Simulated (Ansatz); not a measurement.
System: AlBiO3 (Pm-3m, No. 221, 5 atoms in the cell; start mp-23080; idealised structure). Method: HSE06 (Ansatz, an electronic-structure program, PAW).

Numerical settings: plane-wave cutoff 460 eV, 6×6×6 k mesh, Fermi–Dirac smearing 0.01 eV, scalar-relativistic PAW data made under PBE.

Cell (relaxed with PBEsol):

```
AlBiO3
1.0
    3.75351     0.00000     0.00000
    0.00000     3.75351     0.00000
    0.00000     0.00000     3.75351
Al Bi O
1 1 3
Direct
  0.50000   0.50000   0.50000
  0.00000   0.00000   0.00000
  0.50000   0.00000   0.50000
  0.00000   0.50000   0.50000
  0.50000   0.50000   0.00000
```

Q: Give the computed band gap, smallest direct gap on the k points sampled and direct gap at Γ.

A: 
band gap: 2.82 eV (on the SCF k mesh)
smallest direct gap on the k points sampled: 2.96 eV
direct gap at Γ: 9.80 eV

Note: cell and atoms aren't relaxed at this level (pressure -1.4 GPa).

Spin–orbit coupling is not included; with these elements it can move the gap by several tenths of an eV or more.

Static lattice: no zero-point or thermal effects.

Computing time: about 2.4 core-minutes (a rough figure).

A start named mp-… is a Materials Project structure, which need not be a measured phase.
